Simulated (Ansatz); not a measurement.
**How far to go with the plane-wave cutoff: Fe₂Ge (P6mm, 3 atoms in the cell)**

```xyz
3
Lattice="4.1761 0.0000 0.0000 -2.0881 3.6166 0.0000 0.0000 0.0000 2.6343" Properties=species:S:1:pos:R:3 pbc="T T T"
Fe     2.0881     1.2055     1.3172
Fe     0.0000     2.4111     1.3172
Ge     0.0000     0.0000     0.0500
```
Moments meant for the start (each program seeds them in its own way; μB, in the order of the atoms Fe Fe Ge): 4.0 4.0 0.0.

Method of the run: PBEsol, default PAW files made with PBE (plane waves; Ansatz, a first-principles code).

Base settings: basis.ecutwfc = 30.9 Ry; kpoints.mp_grid.grid = 7 7 8; hamiltonian.xc = pbesol; hamiltonian.pseudopotentials = {kind: paw} (the program's default PAW files); magnetization.spin_polarized = true; scf.occupations.method = fermi_dirac; scf.occupations.width = 0.0073 Ry.

The second cell is the first with its lattice scaled by 0.98.

The mesh stays at the base's, so the ladder's end is converged at best in this setting alone.

The first pressure column holds Ansatz's estimate of the finite-basis (Pulay) stress, which hides part of the cutoff error; the other is without it.

Only quantities that move along the ladder and can be compared are tabulated.

The magnetic state is not the same in all runs (site moments differ, or a search went on to a lower state), so steps between rows are not convergence errors alone.

The count of work is k-points × plane waves × bands × iterations; it is no time. 

The starting cell comes from a database of computed structures (which also holds hypothetical and non-ambient phases and stackings), without a prior relaxation at this level. Its lattice was rescaled by up to half a per cent. One atom was moved a little off its site on purpose. The magnetic order is the one reached from the typed start; others were not searched systematically. In the base run, with a pressure of about -8 GPa the cell is away from its equilibrium volume at this level.

| basis.ecutwfc | free energy less the last step's (meV/atom) | energy of the compressed cell less the first (meV/atom) | pressure (GPa) | pressure without the Pulay estimate (GPa) | largest difference of a force vector from the last step's (eV/Å) | count of work / last |
|---|---|---|---|---|---|---|
| 10.7 Ry | 79799.90 | 583.55 | -9.78 | -3160.74 | 1.405 | 0.075 |
| 12.5 Ry | 35717.44 | -302.09 | -60.95 | -1644.20 | 0.589 | 0.098 |
| 14 Ry | 18403.05 | -222.89 | -19.34 | -952.60 | 0.159 | 0.10 |
| 15.4 Ry | 9740.39 | -85.98 | -8.60 | -562.30 | 0.018 | 0.10 |
| 16.9 Ry | 4806.41 | -12.91 | 1.76 | -312.27 | 0.084 | 0.12 |
| 18.4 Ry | 2280.58 | 22.55 | 2.36 | -170.70 | 0.055 | 0.13 |
| 21.7 Ry | 366.67 | -12.39 | -5.45 | -43.82 | 0.022 | 0.15 |
| 24.6 Ry | 54.79 | -21.17 | -7.44 | -14.95 | 0.001 | 0.19 |
| 27.9 Ry | 5.83 | -24.10 | -7.61 | -8.33 | 0.000 | 0.23 |
| 30.9 Ry | 2.58 | -24.32 | -7.64 | -7.71 | 0.000 | 0.27 |
| 33.8 Ry | 1.83 | -24.33 | -7.65 | -7.72 | 0.000 | 0.31 |
| 37.1 Ry | 1.01 | -24.31 | -7.64 | -7.70 | 0.000 | 0.35 |
| 41.5 Ry | 0.58 | -24.32 | -7.65 | -7.66 | 0.000 | 0.41 |
| 46.3 Ry | 0.40 | -24.32 | -7.65 | -7.66 | 0.000 | 0.49 |
| 54 Ry | 0.14 | -24.32 | -7.65 | -7.65 | 0.000 | 0.61 |
| 61.7 Ry | 0.07 | -24.32 | -7.65 | -7.65 | 0.000 | 0.75 |
| 74.2 Ry | 0.00 | -24.32 | -7.65 | -7.65 | 0.000 | 1.0 |

Coarsest basis.ecutwfc that holds the energy of the compressed cell less the first within 2 meV/atom of the last step, with all finer ones: 27.9 Ry, at 0.23 of the last step's count of work; the step before is off by 3.1 meV/atom.

Coarsest basis.ecutwfc that holds the forces within 0.02 eV/Å of the last step, with all finer ones: 24.6 Ry, at 0.19 of the last step's count of work; the step before is off by 0.022 eV/Å.

Coarsest basis.ecutwfc that holds the pressure without the Pulay estimate within 0.1 GPa of the last step, with all finer ones: 30.9 Ry, at 0.27 of the last step's count of work; the step before is off by 0.68 GPa.

The energy difference between the two cells stays within 1 meV/atom of the last step's from 27.9 Ry on, the total only from 41.5 Ry on: much of the error is common to both cells and cancels.

At the lowest cutoff the pressure without the Pulay estimate lies 3150 GPa under the last step's, the usual sign of Pulay stress in an incomplete plane-wave basis.

Keys are those of Ansatz 0.2.
